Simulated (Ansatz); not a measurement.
For LiTi2O4 (Fd-3m), PBEsol, DFPT electron-phonon coupling, linearised Boltzmann equation run with Ansatz (a first-principles code) gives a transport coupling λ_tr = 0.841 and a Drude plasma energy ħω_p = 2.59 eV.

Task: Estimate the resistivity at 300 K from the high-temperature formula ρ = 2π λ_tr k_B T / (ħ ε₀ ω_p²), and say how the full Boltzmann solution compares.

Result: The scattering rate is 1/τ = 2π λ_tr k_B T/ħ = 2.08e14 s⁻¹ and ω_p = 3.93e15 s⁻¹, so ρ ≈ 151 μΩ·cm. The Boltzmann solution gives 120 μΩ·cm, 0.79 times the estimate; it lies lower because k_BT is not large against the phonon energies and the solution lets the distribution adjust.

A metal at this level (no band gap). Only scattering by harmonic phonons is included (no impurities, grain boundaries, electron-electron scattering or thermal expansion). Spin-orbit coupling is left out. Values near or above 100 μΩ·cm, or paths under about 2 nm, lie near resistivity saturation, where the Boltzmann equation overshoots. Halving the electron mesh (20x20x20) moves the resistivity by up to 1 % at 300 K, the coupling by up to 1 %. Smearing 0.20 eV; phonons on a 3x3x3 q mesh, which this run doesn't test.

Formula and space group known from diffraction (Crystallography Open Database), not checked to be the room-temperature form: LiTi2O4 (Fd-3m).
